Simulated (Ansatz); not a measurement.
The starting structures come from a database of crystals and need not be the phases stable at ambient conditions.

## Evanescent states of Rb3Sb2Au3 (R-3m, not sure to be the ambient phase, 8 atoms a cell, 33.7 Å³ an atom) along the normal of (001)

All values below come from r2SCAN (plane waves, PAW; Ansatz, a quantum-chemistry and plane-wave program).

The gap is the functional's own, uncorrected, and κ follows it; spin-orbit coupling is left out. Mid-gap values are interpolated between the computed energies.

Energies count from the valence-band top; κ is the least over a 6×6 mesh across the current.

```
E (eV)  κ (1/Å)  where
------  -------  -----
0.04      0.053  off Γ
0.12      0.089  off Γ
0.20      0.111  off Γ
0.28      0.127  off Γ
0.36      0.139  off Γ
0.44      0.149  off Γ
0.52      0.156  off Γ
0.60      0.162  off Γ
0.68      0.166  off Γ
0.76      0.169  off Γ
0.84      0.171  off Γ
0.92      0.172  off Γ
1.00      0.171  off Γ
1.08      0.169  off Γ
1.16      0.164  off Γ
1.24      0.154  off Γ
1.32      0.133  off Γ
```

Problem. How thick must the barrier be to attenuate the transmission by 10^8 when the electrodes' Fermi level lies at 0.04 eV, and what attenuation does that film give at 0.92 eV?

Solution. d = 8 ln 10 / (2 × 0.053) = 173.8 Å. At 0.92 eV it gives 8 × 0.172/0.053 = 26.0 decades.
